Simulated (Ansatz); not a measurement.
System: BeTe (model structure, started from the MnP type, Pnma, No. 62, 8 atoms in the cell). Method: PBEsol (Ansatz, an electronic-structure program, plane waves, PAW).

Numerical settings: plane-wave cutoff 500 eV, 8×12×8 k mesh (along the axes of the cell as run), Fermi–Dirac smearing 0.05 eV, scalar-relativistic PAW data made under PBE.

Cell (relaxed at this level):

```cif
data_Be4Te4
_chemical_formula_sum 'Be4 Te4'
_space_group_name_H-M_alt 'Pnma'
_space_group_IT_number 62
_space_group_name_Hall '-P 2ac 2n'
_cell_length_a 6.60678
_cell_length_b 3.99811
_cell_length_c 6.89392
_cell_angle_alpha 90.000
_cell_angle_beta 90.000
_cell_angle_gamma 90.000
loop_
_atom_site_label
_atom_site_type_symbol
_atom_site_symmetry_multiplicity
_atom_site_Wyckoff_symbol
_atom_site_fract_x
_atom_site_fract_y
_atom_site_fract_z
_atom_site_occupancy
Be1 Be 4 c 0.13117 0.25000 0.90325 1
Te1 Te 4 c 0.24237 0.75000 0.07221 1
```

Q: Predict the band gap.

A: 
- band gap: 1.68 eV (on the SCF k mesh)

Note: the relaxation could raise the start's symmetry but not lower it, so the cell can be a saddle point.

Spin–orbit coupling is not included; with these elements it can move the gap by several tenths of an eV or more.

Computed values are for the static lattice.

It cost very roughly 8 core-minutes of CPU time.

A model structure was made by putting elements into a prototype or built by hand; it is no filed structure, need not be a known phase, and can be a saddle point held by its symmetry.
